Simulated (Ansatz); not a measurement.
Base system: a 16-atom supercell of ZnCu$_{2}$SnSe$_{4}$ (space group I-4, No. 82) at its relaxed geometry.

```xyz
16
Lattice="-5.6582 5.6582 0.0000 2.8291 2.8291 5.6589 2.8291 2.8291 -5.6589" Properties=species:S:1:pos:R:3 pbc="T T T"
Cu     0.0000     0.0000     0.0000
Cu     0.0000     5.6582     0.0000
Cu     0.0000     2.8291     2.8295
Cu    -2.8291     5.6582    -2.8295
Zn    -2.8291     5.6582     2.8295
Zn     0.0000     2.8291    -2.8295
Sn     2.8291     2.8291     0.0000
Sn    -2.8291     2.8291     0.0000
Se     4.3048     4.3616    -1.4794
Se    -1.3534     4.3616    -1.4794
Se    -4.3048     6.9547    -1.4794
Se     1.3534     6.9547    -1.4794
Se    -1.2966     7.0116     1.4794
Se     1.5325     4.1825    -4.1796
Se     1.2966     4.3048     1.4794
Se    -1.5325     7.1338    -4.1796
```

The values are results of Ansatz (a program for electronic structure), PBEsol, PAW, cutoff 420 eV, no spin-orbit coupling, not measurements.

Before the change:

The pressure is 0.0 GPa.

The change: a neutral Zn interstitial (started 2.32 Å from the nearest host atom), atoms relaxed at fixed cell, starting from a slightly rattled geometry.

Question: What does the calculation give for the pressure and largest displacement of a host atom from its site in the perfect cell after the change?

Answer: The pressure goes from zero to 2.5 GPa; the largest displacement of a host atom from its site in the perfect cell is 1.63 Å.

In so small a cell the defect repeats every few ångströms: this is an ordered compound, not a dilute defect. A case with no gap was solved on a k-mesh chosen for an insulator, which is coarse for it. The final runs are not spin-polarised. Gaps under 0.05 eV, about the width of the smearing, are given as zero. The defect cell is not spin-polarised.
